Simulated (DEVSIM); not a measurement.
Structure: Schottky contact on n-type Ge, at 300 K.

| layer (left to right) | material | thickness (μm) | Nd (cm⁻³) | τn (s) | τp (s) |
|---|---|---|---|---|---|
| 1 | Ge | 2.60 | 4.7e16 | 1.8e-6 | 1.8e-6 |

Left contact: Schottky, work function 4.42 eV, emission velocity 3.3e6 cm/s. Right contact: ohmic. Voltage is applied to the left contact. Recombination: SRH at mid-gap, radiative, Auger. Mobility is constant in doping.

Constants are typed, rounded textbook-type inputs, not results; the design itself was drawn at random and stands for no fabricated device. Values at 300 K; Nc and Nv go as T^1.5, mobilities as T to minus their exponent, the gap by Varshni's rule with the affinity fixed.

```tsv
parameter	Ge
gap (eV)	0.664
affinity (eV)	4
permittivity	16
Nc (cm⁻³)	1.04e19
Nv (cm⁻³)	6e18
μn (cm²/Vs)	3900
μp (cm²/Vs)	1900
T exponent of μn	1.66
T exponent of μp	2.33
B (cm³/s)	6.4e-14
Cn (cm⁶/s)	1e-31
Cp (cm⁶/s)	1e-31
Varshni α (eV/K)	0.000477
Varshni β (K)	235
```

DEVSIM, 1D drift-diffusion, Boltzmann statistics, complete ionisation; no tunnelling, impact ionisation, image-force lowering or self-heating. Metal contacts follow the ideal Schottky-Mott rule: no Fermi-level pinning, no interface dipoles.

The temperature was swept, all else fixed.

| temperature (K) | largest field in the device at zero bias (V/cm) | potential step across the device at zero bias (V) |
|---|---|---|
| 250 | 55000 | 0.310 |
| 300 | 52000 | 0.280 |
| 350 | 48000 | 0.250 |
| 400 | 46000 | 0.219 |
| 450 | 49000 | 0.188 |
| 500 | 62000 | 0.161 |

From the first row to the last the largest field in the device at zero bias goes from 55000 to 62000. From the first row to the last the potential step across the device at zero bias goes from 0.310 to 0.161.
